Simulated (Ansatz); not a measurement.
The starting structures come from a database of crystals and need not be the phases stable at ambient conditions.

By PBEsol, the system below comes out a metal.

Without scattering a metal conducts by its projected Fermi surface.

Consider the following.

```yaml
crystal:
  lattice:
    - [4.57982, 0.00000, 0.00000]
    - [0.00000, 5.79816, 0.00000]
    - [0.66911, 0.00000, 4.53068]
  atoms:
    - { symbol: Hg, position: [0.65695, 0.75000, 0.65695] }
    - { symbol: Hg, position: [0.34305, 0.25000, 0.34305] }
    - { symbol: Te, position: [0.21519, 0.75000, 0.21519] }
    - { symbol: Te, position: [0.78481, 0.25000, 0.78481] }
```

Space group of this cell: Cmcm. The cell is taken as given; by PBEsol its mean pressure is -3.4 GPa.

The current flows along the normal of the first two printed cell vectors. No spin-orbit coupling; the value is a mean over 0.1 eV about the Fermi level.

Question: Compute, with PBEsol run with Ansatz (a first-principles code), the ballistic conductance per area.

Answer: 0.43 × 10¹⁵ S/m² for both spins.
